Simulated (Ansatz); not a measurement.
The reference is MgSe in the rock salt structure (space group Fm-3m, No. 225; a = 5.391 Å). Axes: x, y, z lie along the cube axes.

Level of theory: Kohn–Sham DFT with the LDA functional, run in Ansatz (a first-principles code) with PAW and 420 eV plane waves, no spin-orbit coupling.

Before the change:

| Item | Value |
|---|---|
| Pressure | 0.0 kbar |
| Band gap | 1.72 eV |
| Volume per atom | 19.59 Å³ |
| Electron mass | 0.49 mₑ along k, 0.23 mₑ across (at X) |

One thing is altered: biaxial strain −3.00 %, plane normal [001], relaxed out of plane (Cartesian); in-plane vectors clamped, the third vector and the atoms free.

**Question.** Predict the new pressure, band gap, volume per atom and electron mass.

**Answer.** The pressure (mean of the normal stresses, compression positive) goes from zero to 37.1 kbar; the band gap falls by 0.134 eV to 1.58 eV; the volume per atom falls by 0.85 Å³, from 19.59 Å³ to 18.74 Å³; the electron mass becomes 0.47 mₑ along k, 0.24 mₑ across (at X) (base: 0.49 mₑ along k, 0.23 mₑ across (at X)).

Masses are band curvatures over ±0.01 Å⁻¹ around the edge. Along k means along the line from Γ to the band edge. Stability against distortions was not tested.
